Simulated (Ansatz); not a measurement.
The starting structures come from a database of crystals and need not be the phases stable at ambient conditions.

Tunnelling through a barrier is set by its complex band structure: the current falls as exp(−2κd) with the smallest κ.

Input:

```xyz
20
Lattice="7.9390 0.0000 0.0000 0.0000 8.0123 0.0000 3.9695 0.0000 3.9975" Properties=species:S:1:pos:R:3 pbc="T T T"
Nb     1.9848     0.0000     1.9988
Nb     1.9848     4.0062     1.9988
Nb     5.9543     0.0000     1.9988
Nb     5.9543     4.0062     1.9988
Ag     3.9695     6.0092     3.9621
Ag     7.9390     2.0031     0.0354
Ag     7.9390     6.0092     3.9699
Ag     3.9695     2.0031     0.0277
O      2.3333     0.0000     0.0000
O      5.6058     0.0000     0.0000
O      5.6058     4.0062     0.0000
O      2.3333     4.0062     0.0000
O      7.9390     7.7663     1.6640
O      3.9695     0.2460     2.3335
O      3.9695     3.7602     2.3335
O      7.9390     4.2521     1.6640
O      2.2299     6.0092     2.0633
O      9.6787     2.0031     1.9342
O      6.1994     2.0031     1.9342
O      5.7091     6.0092     2.0633
```

Space group of this cell: Cmcm. The cell is taken as given; by PBEsol its mean pressure is -11.1 GPa.

Transport runs along the normal of the first two printed cell vectors.

The gap is the functional's own. No spin-orbit coupling. Mid-gap values are interpolated on the energy grid.

Question: Estimate the band gap and the smallest decay constant κ at mid-gap that PBEsol (Ansatz, a first-principles code) returns for this system.

Answer: Gap 1.00 eV on a 8×4×8 mesh; κ = 0.143 1/Å, at the zone centre.
